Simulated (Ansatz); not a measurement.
Amorphous Hf18O39Al2, 59 atoms at 8.69 g/cm³, one PBE-relaxed geometry, zone centre. Methods: PBE, scalar-relativistic without spin-orbit coupling (Ansatz, a quantum-chemistry and plane-wave program); r2SCAN, scalar-relativistic without spin-orbit coupling (Ansatz); HSE06, scalar-relativistic without spin-orbit coupling (Ansatz). Plane waves to 420 eV (r2SCAN 500 eV); exact exchange is cut at the cell's faces. At PBE the levels at the filled edge of the gap are localised (band-tail or defect states). All rungs ran without spin polarisation.

Preparation: random packing, a CHGNet melt and quench, and a DFT relaxation. O atoms were pushed apart under 1.9 Å during the dynamics, to hinder bonds among them. The hot cell started wider than the set density and was brought back towards it in steps. It is the lowest in DFT energy of 2 quenches. It is a model cell: composition and starting density were chosen by hand, and all elements were melted together. No dispersion term was used. Its density started from a set value of 8.56 and ended at 8.69 g/cm³. Cooling (nominally 450 K/ps over its main leg) ran many orders faster than in experiment, which tends to leave more defects and strain. Values belong to this one cell and scatter from quench to quench. Volume and shape were free in the relaxation.

The relaxation ran on the zone centre alone. At PBE the level gap is 3.59 eV on a 2×2×2 Γ-centred mesh, and the spacing at the zone centre alone 3.70 eV.

### Question
What zone-centre spacing does r2SCAN give, roughly?

### Answer
4.13 eV (+0.43 eV against PBE).

### Question
What zone-centre spacing does HSE06 give, roughly?

### Answer
5.23 eV (+1.53 eV against PBE).

The highest filled and the lowest empty state spread over these numbers of atoms (participation numbers): PBE: 4.8 and 14.4; r2SCAN: 4.5 and 14.3; HSE06: 4.5 and 14.5.
